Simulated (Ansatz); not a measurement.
Take InAs in the zinc blende structure (space group F-43m, No. 216) as the base.

```cif
data_As4In4
_chemical_formula_sum 'As4 In4'
_space_group_name_H-M_alt 'F-43m'
_space_group_IT_number 216
_space_group_name_Hall 'F -4 2 3'
_cell_length_a 6.18662
_cell_length_b 6.18662
_cell_length_c 6.18662
_cell_angle_alpha 90.000
_cell_angle_beta 90.000
_cell_angle_gamma 90.000
loop_
_atom_site_label
_atom_site_type_symbol
_atom_site_symmetry_multiplicity
_atom_site_Wyckoff_symbol
_atom_site_fract_x
_atom_site_fract_y
_atom_site_fract_z
_atom_site_occupancy
As1 As 4 c 0.25000 0.25000 0.25000 1
In1 In 4 a 0.00000 0.00000 0.00000 1
```
(The calculation used a cell of 2 atoms; values per cell refer to that cell.)

Level of theory: plane-wave PAW DFT at the PBE level (Ansatz, a program for electronic structure, 420 eV), no spin-orbit coupling, earlier PAW set.

For the base:

Band gap: zero
Density: 5.32 g/cm³

One thing is altered: Ga takes the place of In on all its sites; the structure is relaxed again.

Tabulated Pauling electronegativity and covalent radius: In 1.78, 1.42 Å; Ga 1.81, 1.22 Å.

Problem. Predict the new band gap and density.

Solution. The band gap becomes 0.16 eV (base: zero); the density decreases by 0.26 g/cm³ to 5.06 g/cm³.

Stability against distortions was not tested. All final runs are without spin polarisation. A zero or small gap of GaAs and InAs can be the functional's error rather than a property of the material.
